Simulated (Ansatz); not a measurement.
Faces of rutile IrO2 in 1x1 cells, as slabs relaxed from ideal cuts; for each face the lowest of the symmetric, stoichiometric cuts and spin starts that were computed. Real faces may reconstruct in larger cells. No spin-orbit coupling, no Hubbard U.

Level of theory: PBE (plane waves to 420 eV, PAW; Ansatz, a quantum-chemistry and plane-wave program).

| face | cell area (Å²) | outermost plane spacing of the ideal cut (Å) | γ unrelaxed (J/m²) | γ relaxed (J/m²) | work function, top face (eV) |
|---|---|---|---|---|---|
| (001) | 20.51 | 1.59 | 2.76 | 2.39 | 5.00 |
| (100) | 14.40 | 0.87 | 2.13 | ? | 6.08 |
| (101) | 25.06 | 0.80 | 1.95 | ? | ? |
| (110) | 20.37 | 1.23 | 1.55 | ? | 6.00 |

Question: What belongs in the gaps?

Answer: 
- (100), γ relaxed (J/m²): 1.91
- (101), γ relaxed (J/m²): 1.63
- (101), work function, top face (eV): 5.29
- (110), γ relaxed (J/m²): 1.45
